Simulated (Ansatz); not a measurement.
Base system: ZnS in the wurtzite structure (space group P6_3mc, No. 186; a = 3.8453 Å, c = 6.3052 Å).

All numbers come from plane-wave PAW DFT at the PBE level (Ansatz, a quantum-chemistry and plane-wave program, 420 eV), scalar-relativistic without spin-orbit coupling.

One change was made to it. Results:

```
quantity                           base     after
-----------------------------  --------  --------
volume per atom                20.18 Å³  19.61 Å³
width of the top valence band   2.03 eV   2.13 eV
```

Q: What was done to the base?
(A) pressure 15 GPa
(B) pressure 30 GPa
(C) pressure 2.1 GPa
(D) pressure −1 GPa

A: C, pressure 2.1 GPa. For comparison, the volume per atom in the other runs: pressure −1 GPa gives 20.48 Å³; pressure 30 GPa gives 15.71 Å³; pressure 15 GPa gives 17.30 Å³.

The levels and masses belong to the bands next to the band gap. Load acts through the strain it causes; cell and atoms are relaxed under it. Whether these cells are dynamically stable was not tested. Tetrahedral semiconductors of this kind turn to denser phases somewhere between about 1 and 50 GPa; those were not computed, so compressed cells here can lie past the real transition.
